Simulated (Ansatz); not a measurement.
Consider InAs in the zinc blende structure (space group F-43m, No. 216; a = 6.186 Å).

Computed with Kohn–Sham DFT with the PBE functional, run in Ansatz (a program for electronic structure) with PAW and 420 eV plane waves, scalar-relativistic without spin-orbit coupling.

Before the change:

```
Quantity   Result
--------  -------
Pressure  0.0 GPa
Band gap     zero
```

Perturbation: every lattice vector is shortened by 0.50 %, atoms relaxed at fixed cell.

**Question.** Predict the new pressure.

**Answer.** The pressure goes from zero to 0.8 GPa.

**Question.** Predict the new energy relative to the base.

**Answer.** The energy rises by 1.0 meV/atom.

**Question.** What happens to the band gap?

**Answer.** The band gap stays zero.

The cells carry an imposed strain or load. Stability against distortions was not tested. All final runs are without spin polarisation. A zero or small gap of InAs can be the functional's error rather than a property of the material.
